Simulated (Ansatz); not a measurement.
**A computed series for Bi2Se3: pressure series**

Consider Bi2Se3 in the Bi2Te3 type structure (space group R-3m, No. 166; a = 4.144 Å, c = 28.445 Å (hexagonal axes)).

Cell and atoms are relaxed at each pressure.

Levels (all Ansatz, an electronic-structure program, PAW, earlier PAW set): PBE-D3(BJ) (420 eV, scalar-relativistic without spin-orbit coupling); PBEsol-D3(BJ) (420 eV, without spin-orbit coupling).

The base cell above is that of PBE-D3(BJ); each level relaxes its own structures.

```json
[
 {"case": "pressure −1 GPa", "lattice parameter a, PBE-D3(BJ)": "4.167 Å", "lattice parameter a, PBEsol-D3(BJ)": "4.104 Å"},
 {"case": "pressure 1.8 GPa", "lattice parameter a, PBE-D3(BJ)": "4.106 Å", "lattice parameter a, PBEsol-D3(BJ)": "(withheld)"},
 {"case": "pressure 4.2 GPa", "lattice parameter a, PBE-D3(BJ)": "4.058 Å", "lattice parameter a, PBEsol-D3(BJ)": "3.998 Å"},
 {"case": "pressure 9 GPa", "lattice parameter a, PBE-D3(BJ)": "3.974 Å", "lattice parameter a, PBEsol-D3(BJ)": "(withheld)"},
 {"case": "pressure 18 GPa", "lattice parameter a, PBE-D3(BJ)": "3.841 Å", "lattice parameter a, PBEsol-D3(BJ)": "3.779 Å"},
 {"case": "pressure 45 GPa", "lattice parameter a, PBE-D3(BJ)": "3.249 Å", "lattice parameter a, PBEsol-D3(BJ)": "3.194 Å"},
 {"case": "pressure 60 GPa", "lattice parameter a, PBE-D3(BJ)": "3.089 Å", "lattice parameter a, PBEsol-D3(BJ)": "(withheld)"}
]
```

Problem. Complete the table.

Solution. 
- pressure 1.8 GPa, lattice parameter a, PBEsol-D3(BJ): 4.044 Å
- pressure 9 GPa, lattice parameter a, PBEsol-D3(BJ): 3.918 Å
- pressure 60 GPa, lattice parameter a, PBEsol-D3(BJ): 3.057 Å

PBE-D3(BJ) lies above PBEsol-D3(BJ) in every row, by 0.033 Å to 0.064 Å. They put the cases in the same order.

The mesh was chosen for an insulator and is coarse for the gapless case. From pressure 45 GPa on, the axis ratios lie over 15 % from the base's, so the cell there is far from its starting form. Load acts through the strain it causes; cell and atoms are relaxed under it. Whether these cells are dynamically stable was not tested. No other phases were tried under pressure. All final runs are without spin polarisation.
